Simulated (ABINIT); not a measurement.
## Equation of state of fcc Rh (space group 225): energy against volume (ABINIT, PBE)

```xyz
1
Lattice="0.0000 1.8662 1.8662 1.8662 0.0000 1.8662 1.8662 1.8662 0.0000" Properties=species:S:1:pos:R:3 pbc="T T T"
Rh     0.0000     0.0000     0.0000
```

Computed with PBE, norm-conserving pseudopotentials (PseudoDojo nc-sr-05 PBE standard) (plane waves; ABINIT 10.0.3). Settings: pseudos = [Rh.upf]; ecut = 57 Ha; ixc = 11; occopt = 3; tsmear = 0.05 eV; ngkpt = 26 26 26; nshiftk = 1; shiftk = 0 0 0; potentials = PseudoDojo nc-sr-05 PBE standard; nband = 14; kptopt = 1; nstep = 60; tolvrs = 1e-10. The cell above is the first row's. The rows scale it uniformly. In all rows the k mesh is held. E is the free energy at the stated smearing, counted from the lowest row.

```csv
V (Å^3/atom),E (meV/atom)
12.999,76.22
13.282,39.32
13.564,15.28
13.847,2.61
14.130,0.00
14.412,6.26
14.695,20.34
14.977,41.32
15.260,?
```

Q: Fit E against V with the third-order Birch-Murnaghan form, a cubic in V^(-2/3), and predict the withheld value at V = 15.260.

A: With u = V^(-2/3) - 0.172, the rows have u = 0.008881, 0.006303, 0.003823, 0.001419, -0.000905, -0.003144, -0.005319, -0.007418. Least squares gives E = -0.096 + 676.72·u + 865542·u² + 2924933·u³. Residuals (row less fit): -0.010, 0.032, -0.025, -0.005, 0.002, 0.019, -0.012, 0.002; standard error 0.024 (degrees of freedom: 4). Its minimum lies at u = -0.000392, so V0 = (0.171608)^(-3/2) = 14.07. There d²E/du² = 1724000 and d³E/du³ = 1.755e7, so B0 = (4/9) × 14.07^(-7/3) × 1724000 × 0.160218 = 257 GPa (the last factor turns the table's units into GPa), and B0' = 4 + (2/3) × 0.171608 × (1.755e7)/1724000 = 5.2. The program's pressures in the fitted runs (not shown) pass through zero at V = 14.07, 0.01 % from this V0. At the withheld row, u = -0.009459, so E = -0.096 + 676.72 × (-0.009459) + 865542 × (-0.009459)² + 2924933 × (-0.009459)³ = 68.470 meV/atom. The calculation gives 68.36 meV/atom, 0.110 meV/atom below the prediction (0.1 % of the range of E in the table). The row lies outside the fitted rows, so this is an extrapolation. From the scatter of the fitted rows alone, a prediction at this place has a standard error of 0.058 meV/atom, so the miss is 1.9 times that.

Carrying the step between the two nearest rows on in a straight line would have given 62.37, off by 5.99; series whose last step already gives the withheld value aren't shown. The scan was laid around a cell of about the measured size, scaled by a guess for this functional. Spin polarisation is off. Cutoffs and mesh are single choices, not tested for convergence of this quantity. Series with a scatter that would blur these digits, or in which a gap closes, are not shown. Nor are scans whose minimum lies at an end fitted in this form.
